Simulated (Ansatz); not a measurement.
1T (CdI2-type) MgI2 was calculated with rVV10 in Ansatz (plane waves, PAW).

Rigid layers of the crystal as relaxed at this level are moved apart or together:

```
run   k mesh  layer repeat (Å)  energy against free layers (meV/Å²)  gap on the mesh (eV)
---  -------  ----------------  -----------------------------------  --------------------
1    12×12×6              6.56                               -14.56                 3.019
2    12×12×6              6.71                               -15.56                 3.154
3    12×12×6              6.86                               -15.72                 3.273
4    12×12×6              7.06                               -15.08                 3.401
5    12×12×6              7.36                               -13.19                 3.409
6    12×12×4              7.86                                -9.60                 3.418
7    12×12×4              8.86                                -4.70                 3.466
8    12×12×4             10.86                                -1.45                 3.491
```

The lowest energy of these points lies at a layer repeat of 6.86 Å.

Spin–orbit coupling is not included.

Ansatz is an electronic-structure program.
